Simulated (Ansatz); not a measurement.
Consider TiO₂ in the anatase structure (space group I4_1/amd, No. 141; a = 3.770 Å, c = 9.552 Å). Axes: x, y, z lie along a, b, c of the conventional cell.

Method: Kohn–Sham DFT with the PBEsol functional, run in Ansatz (a first-principles code) with PAW and 420 eV plane waves, without spin-orbit coupling.

Before the change:

```
Property              Result
-------------------  -------
Smallest direct gap  2.44 eV
```

It is then changed as follows: compressive biaxial strain of 0.60 % in the plane normal to [001], as in epitaxy on a mismatched substrate; the out-of-plane cell vector and the atoms relax.

Q: What happens to the smallest direct gap and out-of-plane strain?

A: The smallest direct gap grows by 0.04 eV (2.44 eV → 2.48 eV); the out-of-plane strain is +0.95 %.

Whether these cells are dynamically stable was not tested. All final runs are without spin polarisation.
